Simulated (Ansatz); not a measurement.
**AlN, response to strain**

Take AlN in the wurtzite structure (space group P6_3mc, No. 186; a = 3.1138 Å, c = 4.9833 Å) as the base. Axes: x lies along a and z along c of the hexagonal cell.

Strains are applied to the cell and any free atomic positions relax.

Calculations: Ansatz (a first-principles code) PBEsol, no spin-orbit coupling.

| uniaxial strain ε_zz (%) | band gap (eV) |
|---|---|
| 0 | 4.09 |
| 0.6 | 4.07 |
| 1.2 | 4.05 |
| 1.8 | ? |
| 3 | 3.94 |

Question: Fit E_g = E₀ + Dε (ε in %) to the rows shown and predict the withheld row.

Answer: Least squares on the printed values gives E₀ = 4.10 eV, D = -51.2 meV per % of strain (largest residual 0.01 eV); this predicts 4.01 eV, and the run gives 4.03 eV, 0.02 higher.

Stability against distortions was not tested.
